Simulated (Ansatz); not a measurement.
The structure below was relaxed with plane-wave PAW DFT at the PBEsol level (Ansatz, a quantum-chemistry and plane-wave program, 420 eV), scalar-relativistic without spin-orbit coupling, at pressure 7 GPa.

```
CELL_PARAMETERS angstrom
      1.80199    -7.00948     0.00000
      1.80199     7.00948     0.00000
      0.00000     0.00000     3.59585
ATOMIC_POSITIONS crystal
  Si 0.94364 0.05636 0.75000
  Si 0.05636 0.94364 0.25000
  Si 0.24993 0.75007 0.75000
  Si 0.75007 0.24993 0.25000
  Hf 0.60381 0.39619 0.75000
  Hf 0.39619 0.60381 0.25000
```

Q: Find the space group and the Wyckoff positions.

A: Space group Cmcm (No. 63); a = 3.604 Å, b = 14.019 Å, c = 3.596 Å, α = β = γ = 90.00°

| atom | site | symmetry | x | y | z |
|---|---|---|---|---|---|
| Si | 4c | m2m | 0.0000 | 0.0564 | 0.2500 |
| Si | 4c | m2m | 0.0000 | 0.2499 | 0.7500 |
| Hf | 4c | m2m | 0.0000 | 0.3962 | 0.2500 |

Q: Describe the coordination.

A: The crystal has 12 atoms in its conventional cell. Lattice parameters: a = 3.6040 Å, b = 14.0190 Å, c = 3.5958 Å, α = β = γ = 90.00°. Si1 is surrounded by 2 Si at 2.394 Å and 4 Hf at 2.631 Å and 2 Hf at 2.879 Å. Si2 sees 4 Si at 2.546 Å and 4 Hf at 2.727 Å. Hf is surrounded by 8 Si at 2.631–2.728 Å and 2 Si at 2.879 Å. (Neighbours: up to the widest gap in distance over summed covalent radii, below 1.35, at either atom; cation-cation and far metal-metal contacts left out.)

Load acts through the strain it causes; cell and atoms are relaxed under it. Whether these cells are dynamically stable was not tested. Competing high-pressure phases were not computed. The final runs are not spin-polarised. The cell was made from HfSi2 (space group Cmcm, No. 63) by this change: pressure 7 GPa.
